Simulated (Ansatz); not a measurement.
The reference is Zn in the hcp (Mg type) structure (space group P6_3/mmc, No. 194; a = 2.6129 Å, c = 4.7815 Å; relaxed with 0.1 eV smearing). Axes: x lies along a and z along c of the hexagonal cell.

The values are results of PBEsol/PAW in Ansatz (a quantum-chemistry and plane-wave program), without spin-orbit coupling, not measurements.

Strains are applied to the cell and any free atomic positions relax.

One change was made to it. Results:

The pressure (mean of the normal stresses, compression positive) goes from zero to -0.7 GPa; the energy increases by 0.4 meV/atom.

Problem. What was done to the base?
A) uniaxial strain ε_zz = −3.00 %
B) uniaxial strain ε_zz = +1.00 %
C) uniaxial strain ε_zz = +3.00 %

Solution. B, uniaxial strain ε_zz = +1.00 %. For comparison, the energy relative to the base in the other runs: uniaxial strain ε_zz = −3.00 % gives +4.3 meV/atom; uniaxial strain ε_zz = +3.00 % gives +3.4 meV/atom.

Whether these cells are dynamically stable was not tested.
